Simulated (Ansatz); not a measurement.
TiB2: response to strain

Base system: TiB$_{2}$ (space group P6/mmm, No. 191; relaxed with 0.1 eV smearing).

```
TiB2
1.0
    3.03238     0.00000     0.00000
   -1.51619     2.62612     0.00000
    0.00000     0.00000     3.22383
Ti B
1 2
Direct
  0.00000   0.00000   0.00000
  0.66667   0.33333   0.50000
  0.33333   0.66667   0.50000
```

Strains are applied to the cell and any free atomic positions relax.

The values are results of PBE (Ansatz, a quantum-chemistry and plane-wave program, PAW, spin-orbit coupling left out), not measurements.

Candidates:
(a) isotropic strain −2.50 %
(b) isotropic strain +1.50 %
(c) isotropic strain −2.00 %
(d) isotropic strain −0.50 %

Notes on the quantities. energy relative to the base: free energy F.

Question: Order them by energy relative to the base, lowest first.

Answer: (d) isotropic strain −0.50 % (+1.6 meV/atom), (b) isotropic strain +1.50 % (+13 meV/atom), (c) isotropic strain −2.00 % (+26 meV/atom), (a) isotropic strain −2.50 % (+41 meV/atom)

Stability against distortions was not tested. The final runs are not spin-polarised.
